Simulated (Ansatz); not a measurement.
The parent structure is PbF₂ in the fluorite structure (space group Fm-3m, No. 225; a = 5.899 Å).

Level of theory: PBEsol, PAW, 420 eV (Ansatz, a quantum-chemistry and plane-wave program; spin-orbit coupling left out).

One change was made to it. Results:

```tsv
quantity	base	after
valley order (the lowest conduction-band minima on the path, energy above the VBM, named in the base's zone)	X along ⟨100⟩ 4.31 eV; L along ⟨111⟩ 4.93 eV; a point along ⟨110⟩, about 0.6 Å⁻¹ from Γ 5.30 eV	X along ⟨100⟩ 4.30 eV; L along ⟨111⟩ 4.93 eV; a point along ⟨110⟩, about 0.6 Å⁻¹ from Γ 5.30 eV
width of the top valence band	2.08 eV	2.14 eV
volume per atom	17.10 Å³	16.95 Å³
```

Question: Which change produced these results?
A) pressure 3 GPa
B) pressure 10 GPa
C) pressure 7.5 GPa
D) pressure −2 GPa
E) pressure 0.7 GPa

Answer: E, pressure 0.7 GPa. For comparison, the valley order in the other runs: pressure 7.5 GPa gives X along ⟨100⟩ 4.26 eV; L along ⟨111⟩ 4.87 eV; a point along ⟨110⟩, about 0.6 Å⁻¹ from Γ 5.25 eV; pressure 10 GPa gives X along ⟨100⟩ 4.25 eV; L along ⟨111⟩ 4.84 eV; a point along ⟨110⟩, about 0.6 Å⁻¹ from Γ 5.22 eV; pressure −2 GPa gives X along ⟨100⟩ 4.31 eV; L along ⟨111⟩ 4.94 eV; a point along ⟨110⟩, about 0.6 Å⁻¹ from Γ 5.31 eV; pressure 3 GPa gives X along ⟨100⟩ 4.29 eV; L along ⟨111⟩ 4.91 eV; a point along ⟨110⟩, about 0.6 Å⁻¹ from Γ 5.29 eV.

Spin-orbit coupling, missing from the scalar runs, can matter with Pb. The levels and masses belong to the bands next to the band gap. Load acts through the strain it causes; cell and atoms are relaxed under it. Whether these cells are dynamically stable was not tested. Competing high-pressure phases were not computed.
